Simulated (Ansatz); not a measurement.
Data:

```yaml
crystal:
  lattice:
    - [0.00000, 2.66644, 2.66644]
    - [2.66644, 0.00000, 2.66644]
    - [2.66644, 2.66644, 0.00000]
  atoms:
    - { symbol: Be, position: [0.00000, 0.00000, 0.00000] }
    - { symbol: Se, position: [0.25000, 0.25000, 0.25000] }
```

No spin polarisation.

All numbers come from PBE (Ansatz, a program for electronic structure; PAW; 420 eV plane waves; scalar-relativistic without spin-orbit coupling). Γ-centred 11×11×11 mesh, Fermi–Dirac width 0.05 eV.

Task: Predict the smallest direct gap and hole mass.

Result: The smallest direct gap is 3.60 eV and the hole mass (degenerate bands, along [100]) is 0.22, 0.54, 0.54 mₑ (at Γ).

The cells carry an imposed strain or load. Effective masses come from finite differences of ±0.01 Å⁻¹. Whether these cells are dynamically stable was not tested. The cell was made from BeSe in the zinc blende structure (space group F-43m, No. 216) by this change: isotropic strain +3.00 %.
